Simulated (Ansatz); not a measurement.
The parent structure is HgS (space group P3_221, No. 154; a = 4.139 Å, c = 9.408 Å; made of chains).

The other end (x = 1) is HgO (space group P3_221, No. 154; a model cell, its experimental status unchecked; made of chains): 16.48 Å³/atom, gap 1.44 eV; this end may not be an ambient phase.

The values are results of PBEsol (Ansatz, a program for electronic structure; PAW; 420 eV plane waves; no SOC), not measurements.

O replaces a fraction x of S; each row is one arrangement (x, atoms in the cell, starting space group or random), fully relaxed.

One change was made to it. Results:

```json
[
 {"quantity": "mean first-shell distances", "base": "–", "after": "S–Hg 2.380 Å (end compound 2.387 Å), O–Hg 2.033 Å (end compound 2.028 Å)"},
 {"quantity": "gap character (in this cell's own zone, which can be folded)", "base": "–", "after": "indirect, A → Γ"},
 {"quantity": "band gap", "base": "1.23 eV", "after": "1.21 eV"}
]
```

Which change produced these results?
A. x(O) = 0.667, 12 atoms, P1 (arrangement A)
B. x(O) = 0.167, 12 atoms, C2
C. x(O) = 0.5, 12 atoms, P2
D. x(O) = 0.667, 12 atoms, P1 (arrangement B)
E. x(O) = 0.5, 12 atoms, C2

B, x(O) = 0.167, 12 atoms, C2. For comparison, the band gap in the other runs: x(O) = 0.667, 12 atoms, P1 (arrangement A) gives 1.41 eV; x(O) = 0.5, 12 atoms, P2 gives 1.42 eV; x(O) = 0.5, 12 atoms, C2 gives 1.05 eV; x(O) = 0.667, 12 atoms, P1 (arrangement B) gives 1.31 eV.

These are small ordered cells, not random alloys; other orderings at the same x differ. With Hg present, leaving out spin-orbit coupling can change the band edges. Stability against distortions was not tested. No dispersion term is included in the PBEsol runs. Labels are those of the standard path for the cell's own space group.
